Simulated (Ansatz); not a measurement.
# Pressure series in CdSe

The reference is CdSe in the zinc blende structure (space group F-43m, No. 216; a = 6.133 Å).

Cell and atoms are relaxed at each pressure.

Method: DFT with r2SCAN, PAW potentials and a 500 eV plane-wave cutoff in Ansatz (a quantum-chemistry and plane-wave program), no spin-orbit coupling.

| change | volume per atom | electron mass | band gap |
|---|---|---|---|
| base | 28.84 Å³ | 0.093 mₑ (at Γ) | 1.04 eV |
| pressure −2 GPa | 30.11 Å³ | 0.088 mₑ (at Γ) | 0.94 eV |
| pressure −1 GPa | 29.44 Å³ | ? | 0.99 eV |
| pressure 0.3 GPa | ? | 0.094 mₑ (at Γ) | 1.05 eV |
| pressure 0.7 GPa | 28.47 Å³ | 0.094 mₑ (at Γ) | ? |
| pressure 1.5 GPa | 28.07 Å³ | 0.096 mₑ (at Γ) | 1.10 eV |
| pressure 3 GPa | 27.39 Å³ | 0.099 mₑ (at Γ) | 1.15 eV |
| pressure 5 GPa | 26.61 Å³ | 0.10 mₑ (at Γ) | 1.22 eV |
| pressure 7.5 GPa | 25.78 Å³ | 0.10 mₑ (at Γ) | 1.29 eV |
| pressure 10 GPa | 25.06 Å³ | ? | 1.34 eV |

Question: What belongs in the blanks?

Answer: 
- pressure −1 GPa, electron mass: 0.091 mₑ (at Γ)
- pressure 0.3 GPa, volume per atom: 28.68 Å³
- pressure 0.7 GPa, band gap: 1.07 eV
- pressure 10 GPa, electron mass: 0.11 mₑ (at Γ)

Load acts through the strain it causes; cell and atoms are relaxed under it. Effective masses come from finite differences of ±0.01 Å⁻¹. No phonon test of stability was made. Tetrahedral semiconductors of this kind turn to denser phases somewhere between about 1 and 50 GPa; those were not computed, so compressed cells here can lie past the real transition.
